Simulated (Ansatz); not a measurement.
A periodic model of amorphous Si₃₀N₄₁Al:

```
CELL_PARAMETERS angstrom
      9.20567     0.05804     0.06365
      0.05804     9.35836    -0.13576
      0.06365    -0.13576     9.39515
ATOMIC_POSITIONS crystal
  Si 0.00677 0.40677 0.33828
  Si 0.27676 0.58632 0.23632
  Si 0.89981 0.36853 0.05396
  Si 0.66107 0.11855 0.39030
  Si 0.96097 0.95253 0.91376
  Si 0.16810 0.86900 0.14448
  Si 0.60516 0.36525 0.45558
  Si 0.95662 0.85694 0.62295
  Si 0.36952 0.15475 0.45456
  Si 0.21626 0.97729 0.68997
  Si 0.44262 0.47549 0.97494
  Si 0.71585 0.66387 0.58248
  Si 0.82483 0.16496 0.64420
  Si 0.97066 0.68737 0.88860
  Si 0.46019 0.26538 0.18055
  Si 0.94514 0.46006 0.67017
  Si 0.87142 0.85984 0.33980
  Si 0.54357 0.96896 0.66009
  Si 0.09329 0.23819 0.84068
  Si 0.45260 0.72439 0.03027
  Si 0.23195 0.53954 0.80669
  Si 0.16485 0.17931 0.16828
  Si 0.06729 0.07105 0.42814
  Si 0.39742 0.37761 0.69378
  Si 0.71557 0.90843 0.12050
  Si 0.40871 0.01704 0.97488
  Si 0.69085 0.48546 0.87699
  Si 0.68375 0.15212 0.92857
  Si 0.45135 0.64126 0.53105
  Si 0.91291 0.60017 0.16952
  N  0.94849 0.28516 0.72856
  N  0.31532 0.75286 0.16391
  N  0.43830 0.31145 0.53172
  N  0.88940 0.82600 0.79283
  N  0.75603 0.32130 0.95146
  N  0.21848 0.08948 0.53894
  N  0.74006 0.98579 0.29218
  N  0.54016 0.88587 0.03077
  N  0.77800 0.54486 0.71571
  N  0.32481 0.18678 0.27629
  N  0.85757 0.75755 0.49803
  N  0.05037 0.81449 0.00506
  N  0.61009 0.54653 0.47997
  N  0.24227 0.34609 0.79929
  N  0.92489 0.02925 0.55019
  N  0.38711 0.98630 0.77953
  N  0.31898 0.62470 0.40796
  N  0.80860 0.02691 0.00686
  N  0.51718 0.04016 0.48901
  N  0.06106 0.57898 0.76425
  N  0.89660 0.55321 0.99024
  N  0.81583 0.75715 0.19389
  N  0.08902 0.05312 0.81679
  N  0.68138 0.08537 0.74676
  N  0.32438 0.61591 0.93660
  N  0.02312 0.48016 0.50656
  N  0.33610 0.55777 0.65635
  N  0.09121 0.55161 0.23616
  N  0.59971 0.26563 0.29567
  N  0.52522 0.39833 0.82255
  N  0.74598 0.24893 0.50538
  N  0.85717 0.43021 0.22788
  N  0.04738 0.21925 0.31783
  N  0.37973 0.43046 0.14177
  N  0.24082 0.02409 0.07281
  N  0.05581 0.92115 0.30273
  N  0.51143 0.16594 0.02008
  N  0.14130 0.82140 0.61907
  N  0.06162 0.26735 0.02903
  N  0.56459 0.77837 0.61702
  N  0.58878 0.59208 0.00459
  Al 0.16614 0.62680 0.54293
```

Methods: PBE, scalar-relativistic without spin-orbit coupling (Ansatz, a first-principles code); r2SCAN, scalar-relativistic without spin-orbit coupling (Ansatz); HSE06, scalar-relativistic without spin-orbit coupling (Ansatz). Neutral PBE cell, which sets geometry, pressure and energy: sampling: a 2×2×2 Γ-centred mesh; Fermi-Dirac width 0.02 eV; no spin polarisation. Exact exchange is cut at the faces of this 9 Å cell, which leaves hybrid gaps a finite-size error.

A CHGNet melt-quench gave the starting glass, which DFT then relaxed. N atoms were pushed apart under 1.9 Å during the dynamics, to hinder bonds among them. The hot cell started wider than the set density and was brought back towards it in steps. It is the lowest in DFT energy of 2 quenches. It is a model cell: composition and starting density were chosen by hand, and all elements were melted together. No dispersion term was used. Its density started from a set value of 2.96 and ended at 2.96 g/cm³. The quench (nominally 300 K/ps over its main leg) was far faster than any real one, so the model tends to hold more defects than a real film. One small periodic cell is one sample of the glass; other quenches scatter about these values. The volume was held where the preparation left it and the shape relaxed.

Task: Give the pressure, the energy against reference phases and the spacing of the highest filled and lowest empty levels.

Result: 
| Item | Result |
|---|---|
| Pressure on a 2×2×2 Γ-centred mesh | -2.21 GPa |
| Largest force and stress component on that mesh (the relaxation ran on the zone centre alone) | 0.11 eV/Å and 2.3 GPa |
| Energy relative to beta Si3N4 + wurtzite AlN (lowest mix at this level among the phases computed, not always the ambient ones) | 0.330 eV/atom |
| Level gap on a 2×2×2 Γ-centred mesh (PBE) | 2.54 eV |
| Level gap at the zone centre (PBE) | 2.55 eV |
| Level gap at the zone centre (r2SCAN) | 3.02 eV |
| Level gap at the zone centre (HSE06) | 3.94 eV |
| Distance between the nearest levels spread over more than a fifth of the atoms or a third of the atoms of their main element (six at least) (PBE, zone centre) | 3.17 eV |

Task: At PBE and the zone centre, how localised are the states just below and above the Fermi level (participation number: the atoms over which a state spreads)?

Result: The highest filled state is spread over 7.3 atoms' worth, largest on N32, with weights by element (charge in smoothed Voronoi cells) N 0.89, Si 0.10, Al 0.01. The lowest empty state is spread over 32.8 atoms' worth, largest on Si25, with weights by element (charge in smoothed Voronoi cells) N 0.50, Si 0.49, Al 0.00.

At PBE the levels at the filled edge of the gap are localised (band-tail or defect states), and the nearest spread-out levels lie 3.2 eV apart at the zone centre.

Bonds are counted up to Si-Si 2.60 Å, Si-N 2.06 Å, Si-Al 2.55 Å, N-N 1.70 Å, N-Al 2.30 Å, Al-Al 2.66 Å. Two cations that share two anions don't count as bonded, nor two that share one unless they lie closer than Si-Si 2.38 Å, Si-Al 2.48 Å, Al-Al 2.59 Å.

Added carriers, by PBE, scalar-relativistic without spin-orbit coupling run with Ansatz on the zone centre alone. Charged cells keep the cell fixed and stand in a uniform background, with no image correction, at a width of 0.01 eV; where the count is odd the moment is locked at 1 μB, unless the neutral cell bore moments. Each starts from the undistorted neutral geometry alone. PBE's self-interaction favours spread-out carriers, so it can miss traps that a hybrid finds.

Task: What happens at PBE when the cell takes an extra electron and the atoms relax?

Result: Relaxation lowers the charged cell by 0.53 eV. The largest moves are Si20 0.24 Å, N55 0.22 Å, N71 0.21 Å, N38 0.18 Å. The level that holds the added charge spreads over 9.3 atoms' worth, most on Si20 (weight 0.24): a partly localised carrier. No bond crosses its cut-off with a change of over 0.15 Å (metal-metal contacts aside). Made neutral again at that geometry, the cell lies +1.07 eV from the neutral start.

Task: What happens at PBE when the cell takes a hole and the atoms relax?

Result: Relaxation lowers the charged cell by 0.28 eV. The largest moves are N32 0.15 Å, N55 0.11 Å, Si2 0.09 Å, N47 0.08 Å. The level that was emptied spreads over 5.9 atoms' worth, most on N32 (weight 0.29): a localised (trapped) carrier, which neighbours of that atom can share. No bond crosses its cut-off with a change of over 0.15 Å (metal-metal contacts aside). Made neutral again at that geometry, the cell lies +0.45 eV from the neutral start.
